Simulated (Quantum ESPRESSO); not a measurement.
A self-consistent single point of Al (Fm-3m, 1 atom in the cell) with Quantum ESPRESSO.

Method: PBE, PSlibrary ultrasoft (PBE) pseudopotentials (plane waves; Quantum ESPRESSO).

The change in words: lattice scaled by 0.98. Reference geometry:
```yaml
crystal:
  lattice:
    - [0.00000, 2.01522, 2.01522]
    - [2.01522, 0.00000, 2.01522]
    - [2.01522, 2.01522, 0.00000]
  atoms:
    - { symbol: Al, position: [0.00000, 0.00000, 0.00000] }
```

Reference input (self-consistent single point, DFT, PBE, plane waves, PSlibrary ultrasoft (PBE) pseudopotentials): ecutwfc = 35 Ry; ecutrho = 210 Ry; occupations = smearing; smearing = fermi-dirac; degauss = 0.0073499 Ry; potentials = {Al: Al.pbe-n-rrkjus_psl.1.0.0.UPF}; K_POINTS = automatic 10 10 10 0 0 0; conv_thr = 1e-10 Ry; mixing_beta = 0.7. This run's input differs from it in these lines:

```diff
@@ -30,5 +30,5 @@
 CELL_PARAMETERS {bohr}
-   0.0000000000     3.8082214398     3.8082214398
-   3.8082214398     0.0000000000     3.8082214398
-   3.8082214398     3.8082214398     0.0000000000
+   0.0000000000     3.7320579181     3.7320579181
+   3.7320579181     0.0000000000     3.7320579181
+   3.7320579181     3.7320579181     0.0000000000
```

Output, abridged:

```
     Self-consistent Calculation

     iteration #  1     ecut=    35.00 Ry     beta= 0.70

---- Real-time Memory Report at c_bands before calling an iterative solver
            53 MiB given to the printing process from OS
            13 MiB allocation reported by mallinfo(arena+hblkhd)
------------------

     Threshold (ethr) on eigenvalues was too large:
     Diagonalizing with lowered threshold

---- Real-time Memory Report at c_bands before calling an iterative solver
            58 MiB given to the printing process from OS
            28 MiB allocation reported by mallinfo(arena+hblkhd)
------------------

   [... lines left out ...]

---- Real-time Memory Report at c_bands before calling an iterative solver
            58 MiB given to the printing process from OS
            29 MiB allocation reported by mallinfo(arena+hblkhd)
------------------

     total energy              =      -5.03774304 Ry
     estimated scf accuracy    <          4.6E-09 Ry

     iteration #  5     ecut=    35.00 Ry     beta= 0.70

---- Real-time Memory Report at c_bands before calling an iterative solver
            58 MiB given to the printing process from OS
            29 MiB allocation reported by mallinfo(arena+hblkhd)
------------------
     End of self-consistent calculation

     the Fermi energy is     8.7288 ev

!    total energy              =      -5.03774304 Ry
     estimated scf accuracy    <          2.4E-11 Ry
     smearing contrib. (-TS)   =      -0.00134682 Ry
     internal energy E=F+TS    =      -5.03639622 Ry

     convergence has been achieved in   5 iterations

     Forces acting on atoms (cartesian axes, Ry/au):

     atom    1 type  1   force =     0.00000000    0.00000000    0.00000000

     Total force =     0.000000     Total SCF correction =     0.000000

          total   stress  (Ry/bohr**3)                   (kbar)     P=       58.82
   0.00039982   0.00000000  -0.00000000           58.82        0.00       -0.00
   0.00000000   0.00039982  -0.00000000            0.00       58.82       -0.00
  -0.00000000  -0.00000000   0.00039982           -0.00       -0.00       58.82

   JOB DONE.
```

The run converged in 5 iterations. Against the reference run the free energy rises by 18.4 meV/atom and the pressure goes from 0.51 to 5.88 GPa.

The starting cell comes from a database of computed structures (which also holds hypothetical and non-ambient phases and stackings), without a prior relaxation at this level. Its lattice was rescaled by a random factor within 2.5 % of one. For this run, on top of that: lattice scaled by 0.98. With a pressure of about 6 GPa the cell is away from its equilibrium volume at this level.
